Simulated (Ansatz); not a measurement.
Abridged Ansatz (an electronic-structure program) output:

```
Relaxation: its limit of steps is 50 (relax.max_steps)
Pseudopotential: Al, paw, valence charge 3
Crystal: 1 atoms, lattice volume = 16.402 Å³
Basis set: ecut = 500 eV, 411 PW (Γ), exchange–correlation on 96×96×96 points (64 copies of the dense FFT grid, shifted against one another)
Bands: 6, of which v1, the nominal top of the filled ones, is band 2 counted from 1 (1 counted from 0)
Symmetry: 16 space group operations
k-points: 1639 of 21952
Functional: x = r2scan, c = r2scan; τ floored in thin density (d = 2e-4 eV/Å³)
SCF iter   1: F=—  HF=-540.403199 eV  |F-HF|=—  |Δ(HF+E_count)|=         —  Δρ=3.43e-3  dr2=2.19e-3  dr2_τ=4.37e-3  ethr=1.77e-3  ⟨swp⟩=4.8  Hψ=85525  notcnv=0
SCF iter   2: F=—  HF=-540.410947 eV  |F-HF|=—  |Δ(HF+E_count)|=   7.75e-3  Δρ=2.33e-3  dr2=9.94e-4  dr2_τ=2.59e-6  ethr=7.29e-5  ⟨swp⟩=2.0  Hψ=32362  notcnv=0  defer=403
SCF 1 converged in 8 iterations: F = -540.410873 eV  dr2 = 5.47e-14
relax step   1: F+E_penalty+E_count = -540.41087267 eV  Δ(F+E_penalty+E_count) = +0.000e0 eV  max|allowed force component| = 0.000e0 eV/Å  Δτ_max = 0.0000 Å  (8 SCF iters, accepted)
Crystal: 1 atoms, lattice volume = 16.402 Å³
SCF iter   1: F=—  HF=-540.410873 eV  |F-HF|=—  |Δ(HF+E_count)|=         —  Δρ=1.85e-8  dr2=5.47e-14  dr2_τ=2.47e-16  ethr=1.00e-12  ⟨swp⟩=1.0  Hψ=88683  notcnv=0  defer=402
SCF iter   2: F=-540.410873 eV  HF=-540.410873 eV  |F-HF|=3.41e-13  |Δ(HF+E_count)|=    0.00e0  Δρ=9.17e-9  dr2=1.33e-14  dr2_τ=1.47e-17  ethr=1.00e-12  ⟨swp⟩=2.0  Hψ=16810  notcnv=0
SCF 2 converged in 2 iterations: F = -540.410873 eV  dr2 = 1.33e-14
SCF converged after 2 iterations
Free energy (F): -540.410873 eV
Internal energy: -540.398636 eV  (E = F + TS)
E sigma→0 (E₀):  -540.404754 eV
Entropy (-TS):   -0.012237 eV (-12.237 meV/atom)
Fermi energy:    8.047236 eV
--- Forces (eV/Å), atoms counted from 1 ---
  atom   1  Al    -0.00000000    -0.00000000    -0.00000000
--- Stress (GPa, compression-positive) ---
       -1.908632      -0.000000       0.000000
       -0.000000      -1.908632       0.000000
        0.000000       0.000000      -3.632435
  P = ⅓ Tr σ = -2.4832 GPa (-24.832 kbar)
--- Relaxed structure (1 steps of the walk, 1 accepted, 0 SCFs on fresh bases) ---
  atoms:
    - { symbol: Al, position: [0.0, 0.0, 0.0] }
```

What was computed, and what are the main results?

Al, 1 atom in the cell, with plane-wave PAW DFT at the r2SCAN level (Ansatz, 500 eV), spin-orbit coupling left out. The last SCF converged to F = -540.410873 eV, or -540.4109 eV per atom, at a pressure of -2.48 GPa. The total energy compares only with runs of the same code, potentials and settings.

The cells carry an imposed strain or load. Whether these cells are dynamically stable was not tested. The cell was made from Al in the fcc (Cu type) structure (space group Fm-3m, No. 225) by this change: uniaxial strain ε_zz = +3.00 %.

Keys are those of Ansatz 0.2.
